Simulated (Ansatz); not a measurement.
## BN (F-43m): band-edge transport data

Here is the system:

```yaml
crystal:
  lattice:
    - [0.00000, 1.80284, 1.80284]
    - [1.80284, 0.00000, 1.80284]
    - [1.80284, 1.80284, 0.00000]
  atoms:
    - { symbol: B, position: [0.00000, 0.00000, 0.00000] }
    - { symbol: N, position: [0.25000, 0.25000, 0.25000] }
```

The numbers are results of HSE06, rigid bands (plane waves, PAW, scalar-relativistic; Ansatz, an electronic-structure program), not measurements. Cell: cell and atoms relaxed with PBEsol.

- band gap: 5.80 eV
- electron conductivity mass (300 K, dilute): 0.37 mₑ
- hole conductivity mass (300 K, dilute): 0.65 mₑ
- effective density of states N_c (300 K): 1.9e19 cm⁻³
- effective density of states N_v (300 K): 8.0e19 cm⁻³
- density-of-states mass, electrons: 0.84 mₑ
- density-of-states mass, holes: 2.2 mₑ
- Seebeck coefficient, n-type 1e19 cm⁻³, 300 K: -278 μV/K
- best n-type power factor at 300 K for τ = 10 fs (best axis; densities from 1e16 to 1e21 cm⁻³ tried, whether or not they can be reached): 8.8 μW/(cm·K²) at 1e20 cm⁻³
- Seebeck coefficient, p-type 1e19 cm⁻³, 300 K: 391 μV/K
- best p-type power factor at 300 K for τ = 10 fs (best axis; densities from 1e16 to 1e21 cm⁻³ tried, whether or not they can be reached): 19.1 μW/(cm·K²) at 3e20 cm⁻³

Rigid bands; masses and Seebeck coefficients take one relaxation time τ for all states and one kind of carrier; polarons and phonon drag are left out. Spin-orbit coupling is left out. Geometry: cell and atoms relaxed with PBEsol.
